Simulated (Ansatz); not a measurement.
ScPd3N (model structure, started from the Ni3MgC type, Pm-3m, No. 221, 5 atoms in the cell): properties by level of theory

```json
[
 {"level (code)": "LDA (Ansatz)", "lattice parameter a (Å)": "4.106", "bulk modulus (GPa)": "199", "cohesive energy (eV/atom)": "5.54"},
 {"level (code)": "PBE (Ansatz)", "lattice parameter a (Å)": "(withheld)", "bulk modulus (GPa)": "159", "cohesive energy (eV/atom)": "(withheld)"},
 {"level (code)": "PBEsol (Ansatz)", "lattice parameter a (Å)": "4.144", "bulk modulus (GPa)": "(withheld)", "cohesive energy (eV/atom)": "4.94"},
 {"level (code)": "r²SCAN (Ansatz)", "lattice parameter a (Å)": "4.177", "bulk modulus (GPa)": "173", "cohesive energy (eV/atom)": "(withheld)"}
]
```

Task: Complete the blanks.

Result: 
- PBE (Ansatz, a quantum-chemistry and plane-wave program), lattice parameter a (Å): 4.203
- PBE (Ansatz), cohesive energy (eV/atom): 4.32
- PBEsol (Ansatz), bulk modulus (GPa): 183
- r²SCAN (Ansatz), cohesive energy (eV/atom): 4.47

Caveats: the bulk modulus is −V dP/dV from two relaxed cells at ±2 % in volume (LDA, PBE, PBEsol, r²SCAN). Ansatz's density-functional and Hartree–Fock values are scalar-relativistic unless marked +SOC, with PAW data made under PBE.

Free atoms are spin-polarised, in the lowest state found; at levels without +SOC their spin–orbit coupling is left out.

Static lattice: no zero-point or thermal effects.

A model structure was made by putting elements into a prototype or built by hand; it is no filed structure, need not be a known phase, and can be a saddle point held by its symmetry.
